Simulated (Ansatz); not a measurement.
Relaxation of the outer planes of the (210) surface of zinc-blende BP in its 1x1 cell (cut with top plane P, bottom plane P), relaxed from an ideal cut (the real face may reconstruct), outermost plane spacing 0.51 Å in the ideal cut (one of several cuts of this face), with 1 P a cell over the bulk's ratio.

Computed with PBE (plane waves to 420 eV, PAW; Ansatz, an electronic-structure program).

Slab: 23 atoms, B11P12, 11.2 Å thick at the start; k 6x5x1, smearing 0.025 eV, dipole-corrected; all atoms relaxed; no symmetry held; spin-polarised from one start with parallel moments (other orders not tried), no spin-orbit, no U. The slab shows no gap over 0.04 eV on its mesh. The starting moment vanished.

```json
[
 {"plane": "1", "atoms": "P", "bulk spacing to the next (Å)": "0.509", "relaxed spacing (Å)": "(withheld)", "change (%)": "(withheld)", "rumpling (Å)": "0.00"},
 {"plane": "2", "atoms": "B", "bulk spacing to the next (Å)": "0.509", "relaxed spacing (Å)": "0.174", "change (%)": "-65.8", "rumpling (Å)": "0.00"}
]
```

Q: What belongs in the gaps?

A: 
- 1, relaxed spacing (Å): 0.754
- 1, change (%): 48.2
